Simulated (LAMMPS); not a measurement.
Fault surfaces of Al (fcc) on several planes, rigid shifts with relaxation along the normal.

Method: classical force field (static), pair style adp, file AlCu.adp (LAMMPS).

```
plane  largest on the first line  largest on the surface  first line along
-----  -------------------------  ----------------------  ----------------
(001)                  390 mJ/m²               624 mJ/m²            [1-10]
(110)                  754 mJ/m²              1060 mJ/m²             [001]
(111)                  398 mJ/m²               576 mJ/m²            [1-10]
```
